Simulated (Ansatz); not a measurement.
## ZrC, response to strain

Take ZrC in the rock salt structure (space group Fm-3m, No. 225; a = 4.7088 Å; relaxed with 0.1 eV smearing) as the base.

Strains are applied to the cell and any free atomic positions relax.

The values are results of PBE (Ansatz, an electronic-structure program, PAW, no spin-orbit coupling), not measurements.

Candidates:
(a) isotropic strain −2.50 %
(b) isotropic strain +2.50 %
(c) isotropic strain −0.50 %
(d) isotropic strain −1.50 %

Notes on the quantities. energy relative to the base: free energy F.

### Question
Order them by energy relative to the base, highest first.

### Answer
(a) isotropic strain −2.50 % (+55 meV/atom), (b) isotropic strain +2.50 % (+47 meV/atom), (d) isotropic strain −1.50 % (+19 meV/atom), (c) isotropic strain −0.50 % (+2.1 meV/atom)

No phonon test of stability was made. All final runs are without spin polarisation.
